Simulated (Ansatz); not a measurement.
## Lu (space group R-3m, No. 166; a cell from a computed database, its experimental status unchecked)

```cif
data_Lu3
_chemical_formula_sum 'Lu3'
_space_group_name_H-M_alt 'P 1'
_space_group_IT_number 1
_cell_length_a 8.35832
_cell_length_b 8.35832
_cell_length_c 8.35832
_cell_angle_alpha 23.531
_cell_angle_beta 23.531
_cell_angle_gamma 23.531
loop_
_space_group_symop_operation_xyz
  'x, y, z'
loop_
_atom_site_label
_atom_site_type_symbol
_atom_site_fract_x
_atom_site_fract_y
_atom_site_fract_z
_atom_site_occupancy
Lu1 Lu 0.00000 0.00000 0.00000 1
Lu2 Lu 0.77812 0.77812 0.77812 1
Lu3 Lu 0.22188 0.22188 0.22188 1
```

Level of theory: PBEsol, PAW, 420 eV (Ansatz, a quantum-chemistry and plane-wave program; no SOC). Γ-centred 16×16×16 mesh, Fermi–Dirac width 0.05 eV.

| Quantity | Value |
|---|---|
| Volume per atom | 27.25 Å³ |
| Density | 10.66 g/cm³ |
| Band gap | zero |
| Total energy | -14611.476 eV/atom (σ→0; compares only within this code and set-up) |

No phonon test of stability was made. The final runs are not spin-polarised. This is not the structure that Lu has at room temperature and ambient pressure.
